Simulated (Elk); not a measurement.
Band structure of Bi (R-3m, 2 atoms in the cell).

```xyz
2
Lattice="4.1658 -2.2750 0.0000 4.1658 2.2750 0.0000 2.9234 0.0000 3.7394" Properties=species:S:1:pos:R:3 pbc="T T T"
Bi     2.6337     0.0000     0.8750
Bi     8.6214     0.0000     2.8644
```

Method of the run: Elk with PBE, all-electron FP-LAPW, Elk's shipped species files, APW+lo basis with extra local orbitals.

Settings: xctype = 20; rgkmax = 8; stype = 3; swidth = 0.00367493 Ha; ngridk = 6 6 6; gmaxvr = 14 1/bohr; nxlo = 2; lorbcnd = true; rmtscf = 0.98; lmaxi = 3.

The starting cell has typed, rounded lattice constants, without a prior relaxation at this level. Spin-orbit coupling is off. Values depend on the basis (sphere radii, cutoffs, local orbitals), which need not be converged.

Levels in eV from the Fermi level, bands 12 to 19:
```json
[
 {"point": "B", "12": "-10.21", "13": "-4.07", "14": "-3.98", "15": "-0.43", "16": "0.77", "17": "4.98", "18": "4.99", "19": "6.05"},
 {"point": "Z", "12": "-9.92", "13": "-0.93", "14": "-0.61", "15": "-0.61", "16": "0.67", "17": "0.67", "18": "0.72", "19": "7.00"},
 {"point": "Γ", "12": "-7.49", "13": "-1.48", "14": "-1.22", "15": "-1.22", "16": "2.48", "17": "2.94", "18": "2.94", "19": "5.64"},
 {"point": "X", "12": "-10.23", "13": "-4.35", "14": "-2.49", "15": "-2.46", "16": "2.95", "17": "3.06", "18": "4.73", "19": "5.87"}
]
```

No band crosses the Fermi level by more than 0.03 eV along this path.
